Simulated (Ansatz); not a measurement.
## Bulk modulus B0 of TaSnS (model structure, started from the ZrSiS type, P4/nmm, No. 129, 6 atoms in the cell) at several levels of theory

No measured value is used here.

```csv
level (code),value (GPa),cell (Å³/atom)
LDA (Ansatz),137,18.14
PBE (Ansatz),113,19.37
PBEsol (Ansatz),129,18.57
r²SCAN (Ansatz),…,19.14
```

Question: Some entries are withheld; supply them.

Answer: 
- r²SCAN (Ansatz, an electronic-structure program), value (GPa): 120

Density-functional levels without +SOC have no spin–orbit coupling. LDA, PBE, PBEsol, r²SCAN: the bulk modulus is −V dP/dV from two relaxed cells at ±2 % in volume. Each level is taken at its own relaxed cell. Cutoffs differ between the levels. Ansatz's density-functional and Hartree–Fock values are scalar-relativistic unless marked +SOC, with PAW data made under PBE.

A model structure was made by putting elements into a prototype or built by hand; it is no filed structure, need not be a known phase, and can be a saddle point held by its symmetry.
